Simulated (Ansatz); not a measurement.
PbSe (Cmcm, No. 63, 4 atoms in the cell; start mp-1063670; high-pressure phase) was calculated with r²SCAN+rVV10 (PAW; Ansatz, an electronic-structure program).

Numerical settings: plane-wave cutoff 560 eV, 8×8×8 k mesh, Fermi–Dirac smearing 0.01 eV, scalar-relativistic PAW data made under PBE.

Cell (relaxed at this level):

```cif
data_Pb2Se2
_chemical_formula_sum 'Pb2 Se2'
_space_group_name_H-M_alt 'P 1'
_space_group_IT_number 1
_cell_length_a 6.36608
_cell_length_b 6.36608
_cell_length_c 4.43200
_cell_angle_alpha 90.000
_cell_angle_beta 90.000
_cell_angle_gamma 140.756
loop_
_space_group_symop_operation_xyz
  'x, y, z'
loop_
_atom_site_label
_atom_site_type_symbol
_atom_site_fract_x
_atom_site_fract_y
_atom_site_fract_z
_atom_site_occupancy
Pb1 Pb 0.62836 0.37164 0.75000 1
Pb2 Pb 0.37164 0.62836 0.25000 1
Se1 Se 0.86258 0.13742 0.75000 1
Se2 Se 0.13742 0.86258 0.25000 1
```

**Question.** Estimate the band gap and Γ–Γ gap that the calculation returns.

**Answer.** 
band gap: 1.19 eV (on the SCF k mesh)
Γ–Γ gap: 5.30 eV

Note: the relaxation could not lower the start's symmetry, so the cell can be a saddle point above a distorted one.

Spin–orbit coupling is not included; with these elements it can move the gap by several tenths of an eV or more.

Static lattice: no zero-point or thermal effects.

A start named mp-… is a Materials Project structure, which need not be a measured phase.
